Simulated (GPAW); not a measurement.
# GPAW run on ScPb3 (I4/mmm, 4 atoms in the cell): self-consistent single point

Computed with LDA (Perdew-Wang 92), GPAW PAW datasets LDA (gpaw-data 1.0.1) (plane waves; GPAW 25.7.0).

Input as run:

```python
from ase import Atoms
from ase.units import GPa
from gpaw import GPAW, PW

atoms = Atoms(['Sc', 'Pb', 'Pb', 'Pb'],
              cell=[[-2.267300, 2.267300, 5.524685],
                    [2.267300, -2.267300, 5.524685],
                    [2.267300, 2.267300, -5.524685]],
              scaled_positions=[[0.000000, 0.000000, 0.000000],
                                [0.750000, 0.250000, 0.500000],
                                [0.250000, 0.750000, 0.500000],
                                [0.500000, 0.500000, 0.000000]],
              pbc=True)

calc = GPAW(mode=PW(800),
            xc='LDA',
            kpts=(7, 7, 7),
            occupations={'name': 'methfessel-paxton', 'width': 0.05, 'order': 0},
            nbands=-12,
            convergence={'forces': 0.001},
            symmetry={'symmorphic': False, 'tolerance': 0.0005},
            maxiter=120)

atoms.calc = calc

energy = atoms.get_potential_energy()
print('Energy (eV):', round(energy, 6))
forces = atoms.get_forces()
print('Forces (eV/Ang):')
print(forces.round(5))
stress = atoms.get_stress()
print('Stress (GPa, Voigt):', (stress / GPa).round(4))
```

Output (repeated stretches shortened):

```
Input parameters:
  convergence: {forces: 0.001}
  kpts: [7 7 7]
  maxiter: 120
  mode: {ecut: 800.0,
         name: pw}
  nbands: -12
  occupations: {name: methfessel-paxton,
                order: 0,
                width: 0.05}
  symmetry: {symmorphic: False,
             tolerance: 0.0005}

species:
  Sc:
    name: Scandium
    Z: 21.0
    valence: 11
    core: 10
    charge: 0.0
    file: Sc.LDA.gz

    # Using partial waves for Sc as LCAO basis

  Pb:
    name: Lead
    Z: 82.0
    valence: 14
    core: 68
    charge: 0.0
    file: Pb.LDA.gz

    # Using partial waves for Pb as LCAO basis

Reference energy: -1721654.429105  # eV

Spin-paired calculation

Convergence criteria:
 Maximum [total energy] change in last 3 cyles: 0.0005 eV / valence electron
 Maximum integral of absolute [dens]ity change: 0.0001 electrons / valence electron
 Maximum integral of absolute [eigenst]ate change: 4e-08 eV^2 / valence electron
 Maximum change in the atomic [forces] across last 2 cycles: 0.001 eV/Ang OR
Maximum error relative to the maximum force is below inf
 Maximum number of scf [iter]ations: 120

Symmetries present (total): 16
Symmetries with fractional translations: 0
343 k-points: 7 x 7 x 7 Monkhorst-Pack grid
40 k-points in the irreducible part of the Brillouin zone
       k-points in crystal coordinates                weights
   0:     0.00000000    0.00000000    0.00000000          1/343
   1:     0.14285714   -0.14285714    0.00000000          4/343
   2:     0.14285714   -0.14285714    0.14285714          4/343
   [... 7 lines left out ...]
          ...
  39:     0.42857143    0.42857143    0.42857143          8/343

Wave functions: Plane wave expansion
  Cutoff energy: 800.000 eV
  Number of coefficients (min, max): 5814, 5874
  Pulay-stress correction: 0.000000 eV/Ang^3 (de/decut=0.000000)

Occupation numbers: Methfessel-Paxton:
  width: 0.0500  # eV
  order: 0

Eigensolver

Densities:
  Coarse grid: 42*42*42 grid
  Fine grid: 84*84*84 grid
  Total Charge: 0.000000

Density mixing:
  Method: separate
  Backend: pulay
  Linear mixing parameter: 0.05
  old densities: 5
  Damping of long wavelength oscillations: 50

Hamiltonian:
  XC and Coulomb potentials evaluated on a 84*84*84 grid
  External potential:
    NoExternalPotential

Number of atoms: 4
Number of atomic orbitals: 40
Number of bands in calculation: 38
Number of valence electrons: 53
Bands to converge: occupied

Density initialized from atomic densities
  38 bands from LCAO basis set

Atomic positions and initial magnetic moments

Positions:
   0 Sc     0.000000    0.000000    0.000000    ( 0.0000,  0.0000,  0.0000)
   1 Pb     0.000000    2.267300    2.762342    ( 0.0000,  0.0000,  0.0000)
   2 Pb     2.267300    0.000000    2.762342    ( 0.0000,  0.0000,  0.0000)
   3 Pb     0.000000    0.000000    5.524685    ( 0.0000,  0.0000,  0.0000)

Unit cell:
           periodic     x           y           z      points  spacing
  1. axis:    yes   -2.267300    2.267300    5.524685    42     0.0999
  2. axis:    yes    2.267300   -2.267300    5.524685    42     0.0999
  3. axis:    yes    2.267300    2.267300   -5.524685    42     0.0763

  Lengths:   6.387757   6.387757   6.387757
  Angles:  138.419901 138.419901  60.260506

Effective grid spacing dv^(1/3) = 0.1153

     iter     time        total  log10-change:
                         energy   eigst   dens  force
iter:   1 --:--:--   -19.396225
iter:   2 --:--:--   -19.454987   -0.62  -1.62
iter:   3 --:--:--   -19.357099   -1.49  -1.64
iter:   4 --:--:--   -19.369404   -2.12  -1.95
iter:   5 --:--:--   -19.358672c  -2.84  -2.17
iter:   6 --:--:--   -19.358327c  -3.64  -2.46
iter:   7 --:--:--   -19.353790c  -3.57  -2.59
iter:   8 --:--:--   -19.351559c  -3.63  -2.83
iter:   9 --:--:--   -19.351407c  -4.44  -3.00
iter:  10 --:--:--   -19.351420c  -5.11  -3.25
iter:  11 --:--:--   -19.351416c  -5.75  -3.27
iter:  12 --:--:--   -19.351366c  -5.04  -3.29
iter:  13 --:--:--   -19.351339c  -6.13  -3.45
iter:  14 --:--:--   -19.351301c  -6.08  -3.65
iter:  15 --:--:--   -19.351269c  -5.54  -3.82
iter:  16 --:--:--   -19.351270c  -6.66  -4.34c
iter:  17 --:--:--   -19.351269c  -7.43c -4.32c
iter:  18 --:--:--   -19.351269c  -8.18c -4.36c -16.52c

Converged after 18 iterations.

Dipole moment: (-0.000000, 0.000000, 0.000000) |e|*Ang

Energy contributions relative to reference atoms: (reference = -1721654.429105)

Kinetic:         +9.873139
Potential:      -10.484683
External:        +0.000000
XC:             -18.962453
Entropy (-ST):   -0.002273
Local:           +0.223865
SIC:             +0.000000
--------------------------
Free energy:    -19.352405
Extrapolated:   -19.351269

Showing only first 2 kpts
 Kpt  Band  Eigenvalues  Occupancy
  0    24      5.37779    2.00000
  0    25      6.52024    2.00000
  0    26      7.48964    0.00000
  0    27      7.48964    0.00000

  1    24      5.59367    2.00000
  1    25      6.08252    2.00000
  1    26      6.84621    2.00000
  1    27      8.27266    0.00000

Fermi level: 7.04591

No gap
No difference between direct/indirect transitions
Energy (eV): -19.351269

Forces in eV/Ang:
  0 Sc   -0.00000   -0.00000   -0.00000
  1 Pb    0.00000    0.00000    0.00000
  2 Pb    0.00000    0.00000    0.00000
  3 Pb    0.00000   -0.00000    0.00000

Stress tensor:
     0.031315     0.000000     0.000000
     0.000000     0.031315     0.000000
     0.000000     0.000000     0.030917
Stress (GPa, Voigt): [5.0172 5.0172 4.9534 0.     0.     0.    ]
```

The run converged in 18 iterations. GPAW prints stress with tension positive.

The starting cell comes from a database of computed structures (which also holds hypothetical and non-ambient phases and stackings), without a prior relaxation at this level. Spin-orbit coupling is off. With a pressure of about -5 GPa the cell is away from its equilibrium volume at this level.

Cost on one core of a shared machine: roughly 4 min.
